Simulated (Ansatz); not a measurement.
Start from HfS2 in the CdI2 type structure (space group P-3m1, No. 164; layered, stacked along the Cartesian z axis).

```
CELL_PARAMETERS angstrom
      3.54747     0.00000     0.00000
     -1.77374     3.07220     0.00000
      0.00000     0.00000     5.57681
ATOMIC_POSITIONS crystal
  Hf 0.00000 0.00000 0.00000
  S  0.33333 0.66667 0.26190
  S  0.66667 0.33333 0.73810
```

The values are results of PBEsol-D3(BJ) (Ansatz, a first-principles code; PAW; 420 eV plane waves; scalar-relativistic without spin-orbit coupling), not measurements.

Base values:

- Lattice parameter a = 3.547 Å
- Band gap = 0.45 eV

It is then changed as follows: cell and atoms relaxed at a pressure of 4.2 GPa.

Q: What happens to the lattice parameter a?

A: The lattice parameter a falls by 0.062 Å (3.547 Å → 3.485 Å).

Q: What does the calculation give for the band gap after the change?

A: The band gap goes from 0.45 eV to zero.

Spin-orbit coupling, missing from the scalar runs, can matter with Hf. Load acts through the strain it causes; cell and atoms are relaxed under it. No phonon test of stability was made. All final runs are without spin polarisation. Gaps under 0.05 eV, about the width of the smearing, are given as zero. The zero or small gap of HfS2 under pressure 4.2 GPa can change with the level of theory.
